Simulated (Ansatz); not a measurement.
Density of states of MoTe2 (P6_3/mmc) above the conduction band minimum, PBEsol+D3BJ with spin-orbit coupling, rigid bands in Ansatz (a first-principles code); cell volume 136.2 Å³.

| energy from edge (eV) | 10⁻³ states/eV/cell |
|---|---|
| 0.006 | 111 |
| 0.031 | 267 |
| 0.056 | 370 |
| 0.081 | 460 |
| 0.106 | 546 |
| 0.131 | 626 |
| 0.156 | 706 |
| 0.181 | 787 |
| 0.206 | 879 |
| 0.231 | 1030 |
| 0.256 | 1160 |
| 0.281 | 1280 |
| 0.319 | 1460 |
| 0.344 | 1600 |
| 0.369 | 1740 |
| 0.394 | 1910 |
| 0.419 | 2060 |
| 0.444 | 2170 |
| 0.469 | 2280 |
| 0.494 | 2500 |
| 0.519 | 2780 |
| 0.544 | 3160 |
| 0.569 | 4130 |
| 0.594 | 4450 |

**Question.** What effective density of states at 300 K does this give (∫ g(E) exp(−E/k_BT) dE, both spins, divided by the cell's size)?

**Answer.** 4.2e19 cm⁻³, a density-of-states mass of 1.40 mₑ, valleys and band degeneracy included.

Geometry: cell and atoms relaxed with PBEsol+D3(BJ).

PBEsol with a dispersion correction tends to overbind, so the cell can be several per cent short, in bad cases over ten, which usually narrows a gap: MoTe2 (P6_3/mmc).
